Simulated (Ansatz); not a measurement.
Where the default PAW files enter, the runs use the earlier of Ansatz's two default sets.

Consider the following.

```
CELL_PARAMETERS angstrom
      3.80839     0.00000     0.00000
     -1.90420     3.29816     0.00000
      0.00000     0.00000    24.89096
ATOMIC_POSITIONS crystal
  Zn 0.33333 0.66667 0.74991
  Zn 0.66667 0.33333 0.24991
  Zn 0.33333 0.66667 0.12479
  Zn 0.66667 0.33333 0.62479
  Zn 0.00000 0.00000 0.00004
  Zn 0.00000 0.00000 0.50004
  Zn 0.66667 0.33333 0.87532
  Zn 0.33333 0.66667 0.37532
  S  0.00000 0.00000 0.59371
  S  0.00000 0.00000 0.09371
  S  0.66667 0.33333 0.96899
  S  0.33333 0.66667 0.46899
  S  0.33333 0.66667 0.21850
  S  0.66667 0.33333 0.71850
  S  0.66667 0.33333 0.34393
  S  0.33333 0.66667 0.84393
```

Space group of this cell: P6_3mc. The cell is taken as given.

Level of theory: r2SCAN (plane waves, PAW; Ansatz, an electronic-structure program).

The current runs along the normal of the first two printed vectors; no spin-orbit coupling. Scaled by the factor s: the length along the current (ions clamped). Meshes 12×12×2 and 12×12 across the current in all rows.

```csv
s,mean pressure (GPa),band gap (eV)
0.97,2.9,?
1.00,0.2,2.73
1.03,-1.9,2.53
```

Task: Take the slope of the band gap against ln s from the two given rows, extrapolate to s = 0.97, and say what the run there gives.

Result: Slope = (2.53 − 2.73) / ln 1.03 = -6.77 eV. The line gives 2.73 + (-6.77) × ln 0.97 = 2.94 eV. The run gives 2.81 eV, 0.13 eV under the line, 61 % of the predicted step.
